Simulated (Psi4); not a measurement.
Psi4 1.11, PBE0/def2-svp: Cr(NMe)2(F)(NH2) (C[N]=[Cr]([NH2])([F])=[N]C), 15 atoms. The geometry is a generated start, not checked to be a minimum at this level.

```json
{
  "task": "energy",
  "method": "pbe0",
  "basis": "def2-svp",
  "memory": "3 GB",
  "maxiter": "100",
  "keys_of_the_molecule_block": "symmetry c1",
  "scf_type": "df (default)",
  "guess": "auto, which took SAD (default)",
  "scf_initial_accelerator": "adiis (default)",
  "e_convergence": "1e-06 (default)",
  "d_convergence": "1e-06 (default)",
  "dft_radial_points": "75 (default)",
  "dft_spherical_points": "302 (default)",
  "basis_functions": "155",
  "grid_points": "322486"
}
```

```xyz
15

Cr     0.0848     0.7920     0.5443
N     -1.3737     0.0531     0.3767
C     -2.4793    -0.6870    -0.0425
H     -2.1949    -1.4141    -0.8143
H     -2.9195    -1.2293     0.8041
H     -3.2437    -0.0184    -0.4553
N      1.2168     0.4468    -0.5962
C      1.9296    -0.0187    -1.7018
H      2.5959    -0.8379    -1.4056
H      1.2463    -0.3903    -2.4771
H      2.5408     0.7854    -2.1291
F     -0.1924     2.5348     0.5242
N      0.7796     0.1443     2.1207
H      1.7650     0.0348     2.3361
H      0.2447    -0.1955     2.9158
```

Charge 0 and multiplicity 1 are set for this test and not shown to be the ground state.

One run each on 2 threads. Values of diis_max_vecs tried: 3, 6, 10 (default), 20.

**Question.** Which value of diis_max_vecs needs the fewest SCF iterations, and what happens away from it?

**Answer.** Fewest SCF iterations, within one of each other: 6 with 15, 10 (default) with 14, 20 with 14. The count rises to 27 at 3. All converge to one solution.

```csv
diis_max_vecs,SCF iterations,end
3,27,same solution
6,15,same solution
10 (default),14,same solution
20,14,same solution
```
